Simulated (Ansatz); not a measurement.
# A constructed model of the (111) surface of fcc Pt, a layer of Cu in place of the second plane (bottom of the slab: a bare face, its two planes held)

All values below come from PBE (plane waves to 420 eV, PAW; Ansatz, a program for electronic structure).

Model: 6-atom slab, 11.4 Å thick at the start, 15x15x1 mesh, Fermi-Dirac 0.1 eV, dipole correction, 2 atoms held, the rest relaxed; start symmetry kept, larger cells not searched; no spin, no spin-orbit, no U. It is one candidate, not shown to be the stable structure of the face.

| Item | Value |
|---|---|
| work function of the top face | 5.62 eV |
| energy released by relaxation | 0.16 eV |
| cost | very roughly 110 core-seconds |
